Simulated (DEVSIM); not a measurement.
System: abrupt Si p-n junction, at 250 K.

Layer 1 from the left is Si, thickness (μm) 23.0, Na (cm⁻³) 1.9e15, τn (s) 5.9e-5, τp (s) 5.9e-5. Layer 2 from the left is Si, thickness (μm) 0.820, Nd (cm⁻³) 4.6e15, τn (s) 5.9e-5, τp (s) 5.9e-5.

Left contact: ohmic. Right contact: ohmic. Voltage is applied to the left contact. Recombination: SRH at mid-gap. Mobility is constant in doping.

The device is made up for the run: typed textbook-type constants, with dimensions and the other settings drawn at random. Values at 300 K; Nc and Nv go as T^1.5, mobilities as T to minus their exponent, the gap by Varshni's rule with the affinity fixed.

Si: gap (eV) 1.124, affinity (eV) 4.05, permittivity 11.7, Nc (cm⁻³) 2.86e19, Nv (cm⁻³) 3.1e19, μn (cm²/Vs) 1417, μp (cm²/Vs) 470, T exponent of μn 2.3, T exponent of μp 2.2, Varshni α (eV/K) 0.000473, Varshni β (K) 636.

Model (solved in DEVSIM): 1D drift-diffusion, Boltzmann statistics, complete ionisation; no tunnelling, impact ionisation, image-force lowering or self-heating.

Dark forward current:

```
|V| (V)  |J| (A/cm²)
-------  -----------
0.05       1.935e-12
0.10       1.231e-11
0.15       8.939e-11
0.20       7.741e-10
0.25        7.350e-9
0.30        7.235e-8
0.35        7.210e-7
0.40        7.211e-6
0.45        7.216e-5
0.50       0.0007213
0.55        0.007183
0.60         0.06987
0.65          0.5790
0.70           2.864
0.75           8.290
0.80           17.71
0.85           31.70
0.90           50.60
0.95           74.63
1.00           103.9
1.05           138.5
1.10           178.6
1.15           224.0
1.20           275.0
1.25           331.3
1.30           393.1
```

Problem. Work out the local ideality factor n = ΔV / (kT/q · ln(J2/J1)) between the rows 0.10 and 0.15 V, 0.40 and 0.45 V, 1.25 and 1.30 V.

Solution. kT/q = 21.54 mV. From 0.10 to 0.15 V: ln(8.939e-11/1.231e-11) = 1.983, n = 1.17. From 0.40 to 0.45 V: ln(7.216e-5/7.211e-6) = 2.303, n = 1.01, near the 1 of diffusion or emission over a barrier. From 1.25 to 1.30 V: ln(393.1/331.3) = 0.171, n = 13.57.

Problem. Estimate the current at 0.40 V from the Shockley equation with J0 = Σ q ni² D/(N L) coth(W/L), τ joining the SRH, radiative and Auger lifetimes that are on, and W taken as the whole layer.

Solution. ni² = 6.36e15 cm⁻⁶; electrons in the p layer: μ = 2160 cm²/Vs, D = 46.4 cm²/s, τ = 5.90e-5 s, L = 523 μm, W/L = 0.044, term 1.08e-14 A/cm²; holes in the n layer: μ = 702 cm²/Vs, D = 15.1 cm²/s, τ = 5.90e-5 s, L = 299 μm, W/L = 0.0027, term 4.09e-14 A/cm². J0 = 5.17e-14 A/cm², and J = J0 exp(qV/kT) = 6.00e-6 A/cm². The simulation gives 7.21e-6 A/cm²; the estimate lies 17 % below. The estimate leaves out recombination in the depletion region and that region's share of W.
